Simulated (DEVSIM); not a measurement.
Device: abrupt Si p-n junction, at 300 K.

```tsv
layer (left to right)	material	thickness (μm)	Nd (cm⁻³)	Na (cm⁻³)	τn (s)	τp (s)
1	Si	37.0	-	1.7e17	0.00099	0.00099
2	Si	34.0	1.3e17	-	0.00099	0.00099
```

Left contact: ohmic. Right contact: ohmic. Voltage is applied to the left contact. Recombination: SRH at mid-gap, radiative, Auger. Mobility is constant in doping.

This is a model device: material constants are rounded textbook-type values typed into the input, and sizes, dopings and lifetimes were drawn at random. Values at 300 K.

| parameter | Si |
|---|---|
| gap (eV) | 1.124 |
| affinity (eV) | 4.05 |
| permittivity | 11.7 |
| Nc (cm⁻³) | 2.86e19 |
| Nv (cm⁻³) | 3.1e19 |
| μn (cm²/Vs) | 1417 |
| μp (cm²/Vs) | 470 |
| B (cm³/s) | 4.7e-15 |
| Cn (cm⁶/s) | 2.8e-31 |
| Cp (cm⁶/s) | 9.9e-32 |

Simulated with DEVSIM: 1D drift-diffusion, Boltzmann statistics, complete ionisation; no tunnelling, impact ionisation, image-force lowering or self-heating.

Question: Tabulate band edges, carrier densities and field at 0.9 V on the left contact.

Answer: Energies count from the Fermi level of the right contact; mesh points crowd at the junctions.

```
x (μm)   Ec (eV)  Ev (eV)  n (cm⁻³)  p (cm⁻³)  field (V/cm)
-------  -------  -------  --------  --------  ------------
0.000      0.089   -1.035       680    1.7e17            15
0.05122    0.089   -1.034    2.3e14    1.7e17            15
0.2214     0.090   -1.034    1.0e15    1.7e17            15
0.7447     0.091   -1.034    3.3e15    1.7e17            15
3.450      0.094   -1.030    1.4e16    1.8e17            13
11.31      0.103   -1.020    4.0e16    2.1e17            10
26.97      0.118   -1.006    7.9e16    2.5e17           ≈ 0
34.89      0.124   -1.000    9.5e16    2.6e17           ≈ 0
36.34      0.125   -0.999    9.7e16    2.7e17           ≈ 0
36.81      0.125   -0.999    9.8e16    2.7e17           ≈ 0
36.95      0.125   -0.999    9.9e16    2.7e17           -14
37.01      0.104   -1.020    2.3e17    1.2e17         -2400
37.09      0.102   -1.022    2.4e17    1.1e17           ≈ 0
37.36      0.102   -1.022    2.4e17    1.1e17           ≈ 0
38.71      0.103   -1.021    2.4e17    1.1e17           ≈ 0
42.64      0.106   -1.018    2.3e17    9.7e16           ≈ 0
54.68      0.117   -1.007    1.9e17    6.3e16            10
65.80      0.131   -0.993    1.5e17    2.5e16            15
69.92      0.137   -0.987    1.4e17    5.8e15            18
70.67      0.139   -0.985    1.3e17    1.8e15            20
70.91      0.139   -0.985    1.3e17    4.9e14            20
71.00      0.139   -0.985    1.3e17       890            20
```
